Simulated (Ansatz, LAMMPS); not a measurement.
Si well of 8 atomic layers along [001] in random Si0.7Ge0.3, interfaces sharp. Cell 16.67 × 16.67 × 44.11 Å, Si453Ge123, 576 atoms. Prepared with Tersoff's 1989 multicomponent potential (SiCGe.tersoff) (LAMMPS): minimisation. 

Basis: localised support functions (accuracy medium) on a full density matrix. k-points: zone centre alone; occupations: Fermi-Dirac, 0.010 eV; spin polarisation not allowed. No spin-orbit coupling.

**Question.** Predict the gap and bonding from PBE, support functions at accuracy medium on the grid of 370 eV (Ansatz, an electronic-structure program).

**Answer.** 
* **Kohn-Sham gap of the cell on its k-mesh**: 0.43 eV
* **weight of the highest filled level on the well**: 0.23
* **weight of the lowest empty level on the well**: 0.81
* **coordination (neighbours within 2.857 Å)**: 100.0 % 4-fold
* **Ge-Ge bonds, mean ± spread**: 2.469 ± 0.007 Å
* **Ge-Si bonds, mean ± spread**: 2.423 ± 0.007 Å
* **Si-Si bonds, mean ± spread**: 2.383 ± 0.006 Å
* **bond angles, mean ± spread**: 109.5° ± 1.1°
* **pressure**: -0.82 GPa
